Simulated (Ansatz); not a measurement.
Worked example: self-consistent single point of HgTe (R3m, 2 atoms in the cell) in Ansatz (a first-principles code).

Computed with PBEsol, default PAW files made with PBE (plane waves; Ansatz).

```yaml
crystal:
  lattice:
    - [0.00000, 3.21385, 3.21385]
    - [3.21385, 0.00000, 3.21385]
    - [3.21385, 3.21385, 0.00000]
  atoms:
    - { symbol: Hg, position: [0.00449, 0.00449, 0.00449] }
    - { symbol: Te, position: [0.25000, 0.25000, 0.25000] }
```

Reference input (self-consistent single point, DFT, PBEsol, plane waves, default PAW files made with PBE): basis.ecutwfc = 420 eV; kpoints.mp_grid.grid = 7 7 7; hamiltonian.xc = pbesol; hamiltonian.pseudopotentials = {kind: paw} (the program's default PAW files); scf.occupations.method = fermi_dirac; scf.occupations.width = 0.01 eV. This run's input differs from it in these lines:

Ansatz 0.2 input:
```diff
@@ -12,3 +12,3 @@
   mp_grid:
-    grid: [7, 7, 7]
+    grid: [17, 17, 17]
 hamiltonian:
@@ -20,3 +20,3 @@
     method: fermi_dirac
-    width: 0.01
+    width: 0.05
 output:
```

The program printed (abridged):

```
SCF iter   1: F=—  HF=-20569.798750 eV  |F-HF|=—  |Δ(HF+E_count)|=         —  Δρ=2.76e-3  dr2=7.91e-3  ethr=1.77e-3  ⟨swp⟩=6.1  Hψ=51271  notcnv=0
all-band conjugate gradients solve this SCF's bands
preconditioner: auto → none
SCF iter   2: F=—  HF=-20569.796404 eV  |F-HF|=—  |Δ(HF+E_count)|=   2.35e-3  Δρ=8.47e-4  dr2=3.06e-4  ethr=2.20e-5  ⟨swp⟩=3.0  Hψ=24227  notcnv=0
   [... lines left out ...]
SCF iter   5: F=—  HF=-20569.796678 eV  |F-HF|=—  |Δ(HF+E_count)|=   3.00e-6  Δρ=2.13e-5  dr2=1.91e-7  ethr=6.06e-8  ⟨swp⟩=2.0  Hψ=14671  notcnv=0
SCF iter   6: F=-20569.796679 eV  HF=-20569.796679 eV  |F-HF|=1.07e-9  |Δ(HF+E_count)|=   3.29e-7  Δρ=5.46e-6  dr2=1.93e-8  ethr=2.78e-10  ⟨swp⟩=6.8  Hψ=48096  notcnv=0
the last iteration of the SCF fills more bands at one k-point than at another …
SCF 1 converged in 6 iterations: F = -20569.796679 eV  dr2 = 1.93e-8
Free energy (F): -20569.796679 eV
Internal energy: -20569.796512 eV  (E = F + TS)
E sigma→0 (E₀):  -20569.796596 eV
Entropy (-TS):   -0.000166 eV (-0.083 meV/atom)
Fermi energy:    8.987950 eV
--- Forces (eV/Å), atoms counted from 1 ---
  atom   1  Hg    -0.13127503    -0.13127503    -0.13127503
  atom   2  Te     0.13129815     0.13129815     0.13129815
--- Stress (GPa, compression-positive) ---
        1.806859       0.475813       0.475813
        0.475813       1.806859       0.475813
        0.475813       0.475813       1.806859
  P = ⅓ Tr σ = 1.8069 GPa (18.069 kbar)
  The stress holds the Pulay correction. Without it, at fixed plane waves, as pw.x and ABINIT print it: P = 1.7749 GPa
```

The run converged in 6 iterations. Against the reference run the free energy goes down by 3.2 meV/atom, the pressure hardly changes (1.84 to 1.81 GPa) and the largest force moves little (0.226 to 0.227 eV/Å).

The starting cell has typed, rounded lattice constants, without a prior relaxation at this level. Its lattice was rescaled by up to half a per cent. One atom was moved a little off its site on purpose. Ansatz's pressure includes its estimate of the finite-basis (Pulay) stress. The run gives no clean gap (levels at the Fermi energy touch, overlap or are partly filled at this smearing), which alone does not show that the compound is a metal.

Cost on one core of a shared machine: roughly 60 s.
